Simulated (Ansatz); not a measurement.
Ansatz (a first-principles code), DFT, r2SCAN, plane waves, its default PAW files: CsPbCl3, atoms displaced (from the phase in space group 38, mp-1539667) (Cl6Cs2Pb2), 10 atoms. Basis and mesh were picked for this test and aren't claimed converged.

| Quantity | Value |
|---|---|
| cell | 5.76, 7.88, 7.88 Å; 90, 90, 90° |
| distance to the nearest atom | 2.80 to 3.54 Å |
| task | single point |
| k mesh | 4×2×2 |
| hamiltonian.xc | r2scan |
| kind of files | paw |
| scf.occupations.method | fermi_dirac |
| scf.occupations.width | 0.05 eV |
| output.forces | true |
| binding of workers (--pin) | off |
| k-point pools (--kpoint-pools) | 1 |
| memory maximum (--max-ram) | 8GiB |
| accuracy | medium (default) |
| basis.precision | auto (default) |
| basis.xc_grid | 4 (default) |
| scf.mixing.algorithm | auto (default) |
| scf.mixing.preconditioner | auto (default) |
| scf.convergence.dr2_threshold | 3.56965e-07 (default) |
| scf.lower_state_search | light (default) |
| k-points after symmetry | 12 |
| bands at the start | 54 |
| electrons | 88 |
| plane waves at Γ | 9085 |
| cutoff (eV) | 500 |
| FFT grid | 45×60×60 |
| symmetry operations | 1 |

One run each.

All on 4 threads. Base settings, kept where nothing else is said: scf.eigensolver.kind = auto (default), scf.eigensolver.cushion = auto (default), scf.eigensolver.full_accuracy = false (default), scf.algorithm = auto (default) (scf.eigensolver.max_subspace_factor, scf.eigensolver.real_solve not set). The settings tried:
- scf.eigensolver.kind = davidson, scf.eigensolver.max_subspace_factor = 6
- scf.eigensolver.kind = davidson, scf.eigensolver.max_subspace_factor = 2
- the base settings
- scf.eigensolver.real_solve = false
- scf.eigensolver.kind = davidson
- scf.algorithm = direct_min
- scf.algorithm = density_mixing
- scf.eigensolver.kind = davidson, scf.eigensolver.cushion = true
- scf.eigensolver.full_accuracy = true

**Question.** Which settings need the fewest applications of H to a band, which the most, and do any fail to converge?

**Answer.** Fewest applications of H to a band, with those close behind: scf.eigensolver.real_solve = false (10982); the base settings (11167); scf.algorithm = density_mixing (11167). Most among those that reach the base run's result: scf.algorithm = direct_min (34434). All converged.

```json
[
 {"setting": "scf.eigensolver.real_solve = false", "applications of H to a band": "10982", "SCF iterations (all cycles of the run, searches included)": "6", "end": "converged"},
 {"setting": "the base settings", "applications of H to a band": "11167", "SCF iterations (all cycles of the run, searches included)": "6", "end": "converged"},
 {"setting": "scf.algorithm = density_mixing", "applications of H to a band": "11167", "SCF iterations (all cycles of the run, searches included)": "6", "end": "converged"},
 {"setting": "scf.eigensolver.kind = davidson, scf.eigensolver.max_subspace_factor = 6", "applications of H to a band": "15087", "SCF iterations (all cycles of the run, searches included)": "6", "end": "converged"},
 {"setting": "scf.eigensolver.kind = davidson", "applications of H to a band": "15582", "SCF iterations (all cycles of the run, searches included)": "6", "end": "converged"},
 {"setting": "scf.eigensolver.kind = davidson, scf.eigensolver.cushion = true", "applications of H to a band": "16241", "SCF iterations (all cycles of the run, searches included)": "6", "end": "converged"},
 {"setting": "scf.eigensolver.kind = davidson, scf.eigensolver.max_subspace_factor = 2", "applications of H to a band": "18733", "SCF iterations (all cycles of the run, searches included)": "7", "end": "converged"},
 {"setting": "scf.eigensolver.full_accuracy = true", "applications of H to a band": "26160", "SCF iterations (all cycles of the run, searches included)": "6", "end": "converged"},
 {"setting": "scf.algorithm = direct_min", "applications of H to a band": "34434", "SCF iterations (all cycles of the run, searches included)": "6", "end": "converged"}
]
```

An iteration's cost differs between solvers, so these counts don't give the time.

Keys are those of Ansatz 0.2.
